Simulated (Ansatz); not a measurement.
The reference is KMgF$_{3}$ in the cubic perovskite structure (space group Pm-3m, No. 221).

```yaml
crystal:
  lattice:
    - [3.99133, 0.00000, 0.00000]
    - [0.00000, 3.99133, 0.00000]
    - [0.00000, 0.00000, 3.99133]
  atoms:
    - { symbol: K, position: [0.00000, 0.00000, 0.00000] }
    - { symbol: Mg, position: [0.50000, 0.50000, 0.50000] }
    - { symbol: F, position: [0.50000, 0.00000, 0.50000] }
    - { symbol: F, position: [0.00000, 0.50000, 0.50000] }
    - { symbol: F, position: [0.50000, 0.50000, 0.00000] }
```

Level of theory: PBEsol in Ansatz (plane waves to 420 eV, PAW, no spin-orbit coupling).

For the base:

Electron mass: 0.51 mₑ (at Γ)
Lattice parameter a: 3.991 Å

Perturbation: a hydrostatic pressure of 1.5 GPa.

Estimate the effect on the mean gap deformation potential ΔEg/Δln V, electron mass and lattice parameter a.

The mean gap deformation potential ΔEg/Δln V is -7.4 eV; the electron mass is still 0.51 mₑ (at Γ); the lattice parameter a falls by 0.026 Å, from 3.991 Å to 3.965 Å.

Load acts through the strain it causes; cell and atoms are relaxed under it. Masses are band curvatures over ±0.01 Å⁻¹ around the edge. No phonon test of stability was made.

Ansatz is a quantum-chemistry and plane-wave program.
